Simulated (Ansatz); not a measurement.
## MoSi2: pressure series

Consider MoSi₂ (space group I4/mmm, No. 139; a = 3.217 Å, c = 7.873 Å).

Cell and atoms are relaxed at each pressure.

Levels (all Ansatz, a quantum-chemistry and plane-wave program, PAW, earlier PAW set): PBE (420 eV, no spin-orbit coupling); r2SCAN (500 eV, spin-orbit coupling left out).

The base cell above is that of PBE; each level relaxes its own structures.

| case | volume per atom, PBE | volume per atom, r2SCAN |
|---|---|---|
| pressure −2 GPa | 13.72 Å³ | 13.49 Å³ |
| pressure −1 GPa | 13.65 Å³ | 13.43 Å³ |
| pressure 0.3 GPa | 13.56 Å³ | ___ |
| pressure 0.7 GPa | 13.53 Å³ | ___ |
| pressure 1.5 GPa | 13.48 Å³ | 13.27 Å³ |
| pressure 3 GPa | 13.39 Å³ | 13.19 Å³ |
| pressure 5 GPa | 13.27 Å³ | ___ |
| pressure 7.5 GPa | 13.13 Å³ | ___ |
| pressure 10 GPa | 12.99 Å³ | 12.82 Å³ |

Q: What belongs in the blanks?

A: 
- pressure 0.3 GPa, volume per atom, r2SCAN: 13.35 Å³
- pressure 0.7 GPa, volume per atom, r2SCAN: 13.32 Å³
- pressure 5 GPa, volume per atom, r2SCAN: 13.07 Å³
- pressure 7.5 GPa, volume per atom, r2SCAN: 12.94 Å³

PBE lies above r2SCAN in every row, by 0.18 Å³ to 0.23 Å³. They put the cases in the same order.

A case with no gap was solved on a k-mesh chosen for an insulator, which is coarse for it. Load acts through the strain it causes; cell and atoms are relaxed under it. Stability against distortions was not tested. No other phases were tried under pressure. The final runs are not spin-polarised.
